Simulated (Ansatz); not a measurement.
Band structure of Sn2Pt (Fm-3m, 3 atoms in the cell).

```
Sn2Pt
1.0
    0.00000     3.24309     3.24309
    3.24309     0.00000     3.24309
    3.24309     3.24309     0.00000
Sn Pt
2 1
Direct
  0.75000   0.75000   0.75000
  0.25000   0.25000   0.25000
  0.00000   0.00000   0.00000
```

Computed with LDA (PW92), PAW files made with PBE (plane waves; Ansatz, an electronic-structure program).

Settings: basis.ecutwfc = 30.9 Ry; kpoints.mp_grid.grid = 12 12 12; hamiltonian.xc = lda; hamiltonian.pseudopotentials = {kind: paw} (the program's default PAW files); scf.occupations.method = gaussian; scf.occupations.width = 0.02 Ry; kpoints.band_path.npoints = 8.

The starting cell comes from a database of computed structures (which also holds hypothetical and non-ambient phases and stackings), without a prior relaxation at this level. Spin-orbit coupling is off. Spin polarisation is off.

Levels in eV from the Fermi level, bands 20 to 27:
```json
[
 {"point": "Γ", "20": "-3.43", "21": "-3.13", "22": "2.39", "23": "2.39", "24": "2.39", "25": "2.74", "26": "2.74", "27": "2.74"},
 {"point": "X", "20": "-3.35", "21": "-3.32", "22": "-3.21", "23": "-3.21", "24": "-0.62", "25": "2.15", "26": "6.92", "27": "6.92"},
 {"point": "W", "20": "-3.53", "21": "-3.53", "22": "-3.32", "23": "-2.08", "24": "2.11", "25": "2.11", "26": "4.28", "27": "5.12"},
 {"point": "K", "20": "-3.82", "21": "-3.46", "22": "-2.83", "23": "-2.12", "24": "0.28", "25": "3.62", "26": "4.57", "27": "4.97"},
 {"point": "L", "20": "-3.40", "21": "-3.40", "22": "-0.56", "23": "-0.56", "24": "0.71", "25": "0.81", "26": "2.77", "27": "2.77"},
 {"point": "U", "20": "-3.82", "21": "-3.46", "22": "-2.83", "23": "-2.12", "24": "0.28", "25": "3.62", "26": "4.57", "27": "4.97"}
]
```

Bands cross the Fermi level along this path, so the cell is metallic at this level.

Keys are those of Ansatz 0.2.
